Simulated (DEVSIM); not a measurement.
# illuminated Si n-on-p cell, one wavelength

System: illuminated Si n-on-p cell, one wavelength, at 350 K.

```tsv
layer (left to right)	material	thickness (μm)	Nd (cm⁻³)	Na (cm⁻³)	τn (s)	τp (s)	absorption coefficient (cm⁻¹)
1	Si	0.460	1.3e18	-	4.5e-8	2.1e-8	22000
2	Si	26.0	-	7.7e16	2.8e-7	2.8e-7	22000
```

Left contact: ohmic, minority hole recombination velocity 6e5 cm/s. Right contact: ohmic, minority electron recombination velocity 2e6 cm/s. Voltage is applied to the left contact. Recombination: SRH at mid-gap, radiative, Auger. Gap narrowing is on: ΔEg = 6.92 meV × (l + √(l² + 0.5)), l = ln(N/1.3e17 cm⁻³), shared equally by both band edges. Light enters at the left, 1.6e18 photons cm⁻² s⁻¹, one pass, no reflection. Mobility is μmin + (μ − μmin)/(1 + (N/Nref)^α).

Constants are typed, rounded textbook-type inputs, not results; the design itself was drawn at random and stands for no fabricated device. Values at 300 K; Nc and Nv go as T^1.5, mobilities as T to minus their exponent, the gap by Varshni's rule with the affinity fixed.

| parameter | Si |
|---|---|
| gap (eV) | 1.124 |
| affinity (eV) | 4.05 |
| permittivity | 11.7 |
| Nc (cm⁻³) | 2.86e19 |
| Nv (cm⁻³) | 3.1e19 |
| μn (cm²/Vs) | 1417 |
| μp (cm²/Vs) | 470 |
| μn,min | 52 |
| μp,min | 45 |
| Nref,n | 9.7e16 |
| Nref,p | 2.2e17 |
| αn | 0.68 |
| αp | 0.72 |
| T exponent of μn | 2.3 |
| T exponent of μp | 2.2 |
| B (cm³/s) | 4.7e-15 |
| Cn (cm⁶/s) | 2.8e-31 |
| Cp (cm⁶/s) | 9.9e-32 |
| Varshni α (eV/K) | 0.000473 |
| Varshni β (K) | 636 |

Simulated with DEVSIM: 1D drift-diffusion, Boltzmann statistics, complete ionisation; no tunnelling, impact ionisation, image-force lowering or self-heating.

```json
{
  "potential_step_across_the_device_at_zero_bias": "0.805 V",
  "largest_field_in_the_device_at_zero_bias": "130000 V/cm",
  "Dark forward voltage at 1 A/cm²": "0.570 V",
  "Dark forward voltage at 100 A/cm²": "0.749 V",
  "short_circuit_current": "170 mA/cm²",
  "open_circuit_voltage": "0.515 V",
  "fill_factor": "0.78",
  "largest_power": "68.7 mW/cm²",
  "share_of_generated_pairs_collected_at_short_circuit": "0.664"
}
```

Dark forward current:

(V (V), J (A/cm²)): (-0.05, -2.1e-7); (-0.15, -2.5e-6); (-0.20, -8.7e-6); (-0.30, -0.00016); (-0.35, -0.00076); (-0.45, -0.020); (-0.55, -0.53); (-0.60, -2.7); (-0.70, -41); (-0.80, -210); (-0.85, -360); (-0.95, -840); (-1.00, -1200); (-1.10, -2000)

Dark reverse current:

```csv
V (V),J (A/cm²)
0.04,8.7e-8
0.10,1.7e-7
0.20,2.8e-7
0.30,3.7e-7
0.40,4.6e-7
0.60,6.2e-7
0.80,7.6e-7
1.00,8.9e-7
1.30,1.1e-6
1.60,1.2e-6
2.00,1.4e-6
```
